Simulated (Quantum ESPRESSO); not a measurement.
## Habitual settings against a tight run: ZnCu2GeTe4 (I-4, 8 atoms in the cell)

Self-consistent single point.

```
ZnCu2GeTe4
1.0
    3.12637    -3.12637     6.21628
    3.12637     3.12637     6.21628
   -3.12637    -3.12637     6.21628
Zn Cu Ge Te
1 2 1 4
Direct
  0.50000   0.25000   0.75000
  0.00000   0.00000   0.00000
  0.50000   0.75000   0.25000
  0.00000   0.50000   0.50000
  0.51127   0.11320   0.12291
  0.99029   0.37553   0.88680
  0.48873   0.63418   0.62447
  0.00971   0.87709   0.36582
```

Computed with PBEsol, PSlibrary PAW (PBE) pseudopotentials (plane waves; Quantum ESPRESSO).

Base settings: ecutwfc = 50 Ry; ecutrho = 300 Ry; occupations = smearing; smearing = methfessel-paxton; degauss = 0.0073499 Ry; input_dft = pbesol; K_POINTS = automatic 5 5 5 0 0 0; conv_thr = 1e-10 Ry; mixing_beta = 0.3.

Tight run (finer mesh or higher cutoff; not a proven limit): ecutwfc: 50 Ry → 70 Ry; ecutrho: 300 Ry → 420 Ry; conv_thr: 1e-10 Ry → 7.3e-11 Ry; K_POINTS: automatic 5 5 5 0 0 0 → automatic 7 7 7 0 0 0. It gave Fermi level (on the code's own zero) 4.61 eV; pressure -5.36 GPa; largest force (vector length) 0.115 eV/Å.

Quick runs, as changes from the base:
- A: the base itself
- B: K_POINTS: automatic 5 5 5 0 0 0 → automatic 4 4 4 0 0 0
- C: ecutwfc: 50 Ry → 44 Ry; ecutrho: 300 Ry → 264 Ry; input_dft: pbesol → default; K_POINTS: automatic 5 5 5 0 0 0 → automatic 6 6 6 1 1 1; potentials: PSlibrary PAW (LDA) [LDA (PZ)]
- D: ecutwfc: 50 Ry → 30 Ry; ecutrho: 300 Ry → 180 Ry; smearing: methfessel-paxton → marzari-vanderbilt; degauss: 0.0073499 Ry → 0.019992 Ry; K_POINTS: automatic 5 5 5 0 0 0 → automatic 3 3 3 1 1 1

Energies are extrapolated to zero smearing width, which holds to low order in the width alone (under cold and Methfessel-Paxton smearing the free energy itself is taken).

Dashes: energy of C, another energy zero.

† marks runs with another functional, U, potentials or spin treatment: their distance from the tight run is not a convergence error alone.

The count of work is k-points × plane waves × bands × iterations; it is no time. Core times come from one kind of shared machine and are given to one figure; runs under 30 s give none.

The starting cell comes from a database of computed structures (which also holds hypothetical and non-ambient phases and stackings), without a prior relaxation at this level. Its lattice was rescaled by a random factor within 2.5 % of one. Spin polarisation is off. In the base run, with a pressure of about -6 GPa the cell is away from its equilibrium volume at this level. The run gives no clean gap (levels at the Fermi energy touch, overlap or are partly filled at this smearing), which alone does not show that the compound is a metal.

| run | energy less tight (meV/atom) | pressure less tight (GPa) | largest miss in a force vector (eV/Å) | count of work / tight | core time / tight (rough) |
|---|---|---|---|---|---|
| A | 10.6 | -0.27 | 0.009 | 0.24 | 0.3 |
| B | 10.0 | -0.24 | 0.023 | 0.16 | 0.2 |
| C† | – | -1.69 | 0.032 | 0.36 | 0.4 |
| D | 194.8 | -7.51 | 0.031 | 0.030 | 0.06 |

Among the runs at the tight run's level, the energy misses run from 10.0 to 194.8 meV/atom.

Left out of this page: 2 runs of the series outside the window shown, repeating another row's setting, or not comparable.
